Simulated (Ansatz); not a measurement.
Consider MgTe in the wurtzite structure (space group P6_3mc, No. 186; a = 4.509 Å, c = 7.338 Å). Axes: x lies along a and z along c of the hexagonal cell.

Computed with plane-wave PAW DFT at the LDA level (Ansatz, a program for electronic structure, 420 eV), no spin-orbit coupling.

Base values:

| Quantity | Value |
|---|---|
| Shortest interatomic distance | 2.757 Å |
| Pressure | 0.00 GPa |

Perturbation: the cell is compressed by 0.60 % along z with no lateral relaxation; the atoms relax in the strained cell.

**Question.** What does the calculation give for the shortest interatomic distance after the change?

**Answer.** The shortest interatomic distance shrinks by 0.005 Å to 2.752 Å.

**Question.** Predict the new pressure.

**Answer.** The pressure (mean of the normal stresses, compression positive) goes from zero to 0.24 GPa.

**Question.** Estimate the effect on the energy relative to the base.

**Answer.** The energy stays essentially unchanged.

Whether these cells are dynamically stable was not tested.
